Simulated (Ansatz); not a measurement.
Base system: ZnCu$_{2}$SnS$_{4}$ (space group I-42m, No. 121; a = 5.3723 Å, c = 10.7570 Å; a cell from a computed database, its experimental status unchecked). Axes: x, y, z lie along a, b, c of the conventional cell.

Now apply this change: biaxial strain +2.23 %, plane normal [001], relaxed out of plane (Cartesian); in-plane vectors clamped, the third vector and the atoms free.

Levels (all Ansatz, a first-principles code, PAW): PBEsol (420 eV, scalar-relativistic without spin-orbit coupling); r2SCAN (500 eV, spin-orbit coupling left out).

The geometry is relaxed with PBEsol.

| Property | Result |
|---|---|
| PBEsol band gap | zero |
| PBEsol pressure | -1.2 GPa |

Problem. How does going to r2SCAN change the band gap and pressure?

Solution. The band gap goes from zero to 0.26 eV; the pressure grows by 1.4 GPa to 0.2 GPa.

Single points use the geometry relaxed with PBEsol. Their cutoffs differ, which shifts pressures a little. Whether these cells are dynamically stable was not tested. The final runs are not spin-polarised. The zero or small gap of ZnCu2SnS4 can change with the level of theory.
